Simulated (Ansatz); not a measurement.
For NbRh3 (Pm-3m, No. 221; start mp-2449), LDA in Ansatz (PAW) gives:

```
Item                         Result
-------------------  --------------
lattice parameter a         3.820 Å
formation enthalpy   -0.555 eV/atom
```

Problem. What does PBEsol (Ansatz, a first-principles code, PAW) give for the same quantities?

Solution. 
- lattice constant a: 3.846 Å (increases by 0.7 %)
- formation enthalpy: -0.547 eV/atom (moves by +0.008 eV/atom)

Changes are worked out from the printed values.

Unless a cell is named, each level is at its own relaxed cell (LDA 13.94, PBEsol 14.22 Å³/atom).

Caveats: the relaxation could not lower the start's symmetry, so the cell can be a saddle point above a distorted one (LDA, PBEsol). Ansatz's density-functional and Hartree–Fock values are scalar-relativistic unless marked +SOC, with PAW data made under PBE.

A start named mp-… is a Materials Project structure, which can be a computed phase never made.
